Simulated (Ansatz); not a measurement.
## Ca3V2O8 (C2/m, No. 12; cell taken from a computed entry)

Computed with PBEsol (PAW; Ansatz, a program for electronic structure).

Numerical settings: plane-wave cutoff 500 eV, 8×8×6 k mesh (along the axes of the cell as run), gaussian smearing 0.02 eV, no spin polarisation, scalar-relativistic PAW data made under PBE.

Cell (relaxed at this level):

Space group C2/m (No. 12); a = 9.833 Å, b = 5.475 Å, c = 6.777 Å, α = γ = 90.00°, β = 114.11°

| atom | site | symmetry | x | y | z |
|---|---|---|---|---|---|
| Ca | 4i | m | 0.1737 | 0.0000 | 0.5837 |
| Ca | 2a | 2/m | 0.0000 | 0.0000 | 0.0000 |
| V | 4i | m | 0.3928 | 0.0000 | 0.2071 |
| O | 8j | 1 | 0.0032 | 0.2392 | 0.7061 |
| O | 4i | m | 0.1828 | 0.5000 | 0.0639 |
| O | 4i | m | 0.2562 | 0.0000 | 0.3061 |
(The calculation used a cell of 13 atoms; values per cell refer to that cell.)

band gap: 3.43 eV (on the SCF k mesh)

Note: the relaxation could not lower the start's symmetry, so the cell can be a saddle point above a distorted one.

The computed numbers hold no vibrational or temperature effects.
